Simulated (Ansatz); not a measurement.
Base system: BaHfO3 in the cubic perovskite structure (space group Pm-3m, No. 221; a = 4.158 Å).

Now apply this change: cell and atoms relaxed at a pressure of 1.5 GPa.

Method: PBEsol in Ansatz (plane waves to 420 eV, PAW, no spin-orbit coupling).

Base, band edges from the VBM (valence, conduction): M -0.05, 6.34; R 0.00, 6.11; X -0.39, 4.06; Γ -0.08, 3.58 eV.

Question: Give the band edges at the high-symmetry points of the new zone, measured from its valence-band maximum.

Answer: 
```
point  valence edge (eV)  conduction edge (eV)
-----  -----------------  --------------------
Γ                  -0.07                  3.60
X                  -0.38                  4.08
M                  -0.05                  6.39
R                   0.00                  6.15
```

The gap is 3.60 eV, indirect, R → Γ.

Spin-orbit coupling, missing from the scalar runs, can matter with Hf. Load acts through the strain it causes; cell and atoms are relaxed under it. No phonon test of stability was made. The base started in P4mm and relaxed to Pm-3m at this level.

Ansatz is an electronic-structure program.
